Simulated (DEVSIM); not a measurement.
Structure: illuminated Si p-on-n cell, one wavelength, at 400 K.

Layer 1 from the left is Si, thickness (μm) 0.0740, Na (cm⁻³) 6.7e17, τn (s) 3.6e-5, τp (s) 1.2e-6, absorption coefficient (cm⁻¹) 11000. Layer 2 from the left is Si, thickness (μm) 160, Nd (cm⁻³) 1.3e15, τn (s) 3.8e-5, τp (s) 3.8e-5, absorption coefficient (cm⁻¹) 11000.

Left contact: ohmic, minority electron recombination velocity 2e5 cm/s. Right contact: ohmic, minority hole recombination velocity 1000 cm/s. Voltage is applied to the left contact. Recombination: SRH at mid-gap, radiative, Auger. Light enters at the left, 4.2e17 photons cm⁻² s⁻¹, one pass, no reflection. Mobility is μmin + (μ − μmin)/(1 + (N/Nref)^α).

The device is made up for the run: typed textbook-type constants, with dimensions and the other settings drawn at random. Values at 300 K; Nc and Nv go as T^1.5, mobilities as T to minus their exponent, the gap by Varshni's rule with the affinity fixed.

Si: gap (eV) 1.124, affinity (eV) 4.05, permittivity 11.7, Nc (cm⁻³) 2.86e19, Nv (cm⁻³) 3.1e19, μn (cm²/Vs) 1417, μp (cm²/Vs) 470, μn,min 52, μp,min 45, Nref,n 9.7e16, Nref,p 2.2e17, αn 0.68, αp 0.72, T exponent of μn 2.3, T exponent of μp 2.2, B (cm³/s) 4.7e-15, Cn (cm⁶/s) 2.8e-31, Cp (cm⁶/s) 9.9e-32, Varshni α (eV/K) 0.000473, Varshni β (K) 636.

Model (solved in DEVSIM): 1D drift-diffusion, Boltzmann statistics, complete ionisation; no tunnelling, impact ionisation, image-force lowering or self-heating.

Dark forward current:

```tsv
|V| (V)	|J| (A/cm²)
0.05	1.129e-5
0.10	5.892e-5
0.15	0.0002609
0.20	0.001116
0.25	0.004693
0.30	0.01897
0.35	0.06999
0.40	0.2270
0.45	0.6444
0.50	1.591
0.55	3.417
0.60	6.483
0.65	11.10
0.70	17.53
0.75	25.95
0.80	36.52
0.85	49.36
0.90	64.55
0.95	82.17
1.00	102.3
1.05	124.9
1.10	150.0
1.15	177.7
1.20	208.0
1.25	241.0
1.30	276.5
```

Problem. Work out the local ideality factor n = ΔV / (kT/q · ln(J2/J1)) between the rows 0.15 and 0.20 V, 1.25 and 1.30 V.

Solution. kT/q = 34.47 mV. From 0.15 to 0.20 V: ln(0.001116/0.0002609) = 1.453, n = 1.00, near the 1 of diffusion or emission over a barrier. From 1.25 to 1.30 V: ln(276.5/241.0) = 0.137, n = 10.56.

Problem. What current could the absorbed light give at most, and what share is collected?

Solution. Σ αd = 176, so qΦ(1 − exp(−Σ αd)) = 67.3 mA/cm². The simulated short-circuit current is 66.68 mA/cm², a share of 0.99.

Problem. Estimate the open-circuit voltage by superposition: the voltage at which the dark current equals that short-circuit current.

Solution. Interpolating ln J in the table gives 0.348 V. The simulation gives 0.344 V; the estimate lies 4 mV above. Superposition holds where collection doesn't change with voltage.

Problem. Estimate the fill factor from FF0 = (v − ln(v + 0.72))/(v + 1), v = qVoc/(nkT), with n from the dark curve.

Solution. The rows about Voc, 0.30 and 0.35 V, give n = 1.11, so v = 8.98 and FF0 = 0.672. The simulation gives 0.674, the same within the digits that matter.
